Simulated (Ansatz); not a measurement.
Consider the following.

```
CELL_PARAMETERS angstrom
      0.00000     2.65892     2.65892
      2.65892     0.00000     2.65892
      2.65892     2.65892     0.00000
ATOMIC_POSITIONS crystal
  S  0.75000 0.75000 0.75000
  Zn 0.00000 0.00000 0.00000
```

No spin polarisation.

All numbers come from Ansatz (a first-principles code) PBEsol, spin-orbit coupling left out. Settings: 11×11×11 k-points, 0.05 eV Fermi–Dirac smearing.

**Question.** Predict the band gap, hole mass and gap character.

**Answer.** 
- Band gap = 2.18 eV
- Hole mass (degenerate bands, along [100]) = 0.19, 0.64, 0.64 mₑ (at Γ)
- Gap character = direct at Γ

Load acts through the strain it causes; cell and atoms are relaxed under it. Masses are band curvatures over ±0.01 Å⁻¹ around the edge. Stability against distortions was not tested. The cell was made from ZnS in the zinc blende structure (space group F-43m, No. 216) by this change: pressure 1.8 GPa.
